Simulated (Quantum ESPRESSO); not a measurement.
Input and output of a self-consistent single point for Zr3S2 (R32, 5 atoms in the cell) (Quantum ESPRESSO).

Method: LDA (PZ), GBRV 1.5 ultrasoft (LDA) pseudopotentials (plane waves; Quantum ESPRESSO).

The change in words: lattice scaled by 0.98. Reference geometry:
```xyz
5
Lattice="2.9025 1.6758 3.4878 -2.9025 1.6758 3.4878 0.0000 -3.3516 3.4878" Properties=species:S:1:pos:R:3 pbc="T T T"
Zr    -1.9663     0.0000     5.2317
Zr     0.9831    -1.7029     5.2317
Zr     0.9831     1.7029     5.2317
S      0.0000     0.0000     3.5049
S      0.0000     0.0000     6.9584
```

Reference input (self-consistent single point, DFT, LDA (PZ), plane waves, GBRV 1.5 ultrasoft (LDA) pseudopotentials): ecutwfc = 40 Ry; ecutrho = 320 Ry; occupations = smearing; smearing = fermi-dirac; degauss = 0.0073499 Ry; potentials = {Zr: zr_lda_v1.uspp.F.UPF, S: s_lda_v1.4.uspp.F.UPF}; K_POINTS = automatic 7 7 7 0 0 0; conv_thr = 1e-10 Ry. This run's input differs from it in these lines:

```diff
@@ -33,5 +33,5 @@
 CELL_PARAMETERS angstrom
-   2.90254007     1.67578229     3.48777300
-  -2.90254007     1.67578229     3.48777300
-   0.00000000    -3.35156458     3.48777300
+   2.84448915     1.64226658     3.41801800
+  -2.84448915     1.64226658     3.41801800
+   0.00000000    -3.28453316     3.41801800
```

Output, abridged:

```
     Self-consistent Calculation

     iteration #  1     ecut=    40.00 Ry     beta= 0.70

     Threshold (ethr) on eigenvalues was too large:
     Diagonalizing with lowered threshold

     negative rho (up, down):  1.816E-01 0.000E+00

     total energy              =    -346.49974852 Ry
     estimated scf accuracy    <       0.08432174 Ry

     iteration #  2     ecut=    40.00 Ry     beta= 0.70

     negative rho (up, down):  1.825E-01 0.000E+00

     total energy              =    -346.51665023 Ry
     estimated scf accuracy    <       0.03500290 Ry

     iteration #  3     ecut=    40.00 Ry     beta= 0.70

     negative rho (up, down):  1.827E-01 0.000E+00

     total energy              =    -346.52478775 Ry
     estimated scf accuracy    <       0.00087412 Ry

   [... 6 blocks of this kind left out ...]

     iteration # 10     ecut=    40.00 Ry     beta= 0.70

     negative rho (up, down):  1.827E-01 0.000E+00

     total energy              =    -346.52517368 Ry
     estimated scf accuracy    <          1.7E-09 Ry

     iteration # 11     ecut=    40.00 Ry     beta= 0.70

     negative rho (up, down):  1.827E-01 0.000E+00
     End of self-consistent calculation

     the Fermi energy is    13.5453 ev

!    total energy              =    -346.52517368 Ry
     estimated scf accuracy    <          6.3E-11 Ry
     smearing contrib. (-TS)   =      -0.00711959 Ry
     internal energy E=F+TS    =    -346.51805408 Ry

     convergence has been achieved in  11 iterations

     negative rho (up, down):  1.827E-01 0.000E+00

     Forces acting on atoms (cartesian axes, Ry/au):

     atom    1 type  1   force =     0.00038036    0.00000000    0.00000000
     atom    2 type  1   force =    -0.00019018    0.00032941    0.00000000
     atom    3 type  1   force =    -0.00019018   -0.00032941    0.00000000
     atom    4 type  2   force =     0.00000000    0.00000000    0.00071677
     atom    5 type  2   force =     0.00000000    0.00000000   -0.00071677

     Total force =     0.001209     Total SCF correction =     0.000007

     negative rho (up, down):  1.827E-01 0.000E+00
          total   stress  (Ry/bohr**3)                   (kbar)     P=       -2.01
  -0.00000680   0.00000000   0.00000000           -1.00        0.00        0.00
   0.00000000  -0.00000680   0.00000000            0.00       -1.00        0.00
   0.00000000   0.00000000  -0.00002738            0.00        0.00       -4.03

   JOB DONE.
```

The run converged in 11 iterations. Against the reference run the free energy drops by 30.1 meV/atom, the pressure goes from -7.53 to -0.20 GPa and the largest force goes from 0.167 to 0.018 eV/Å.

The starting cell comes from a database of computed structures (which also holds hypothetical and non-ambient phases and stackings), without a prior relaxation at this level. For this run, on top of that: lattice scaled by 0.98.

Cost on one core of a shared machine: roughly 70 s.
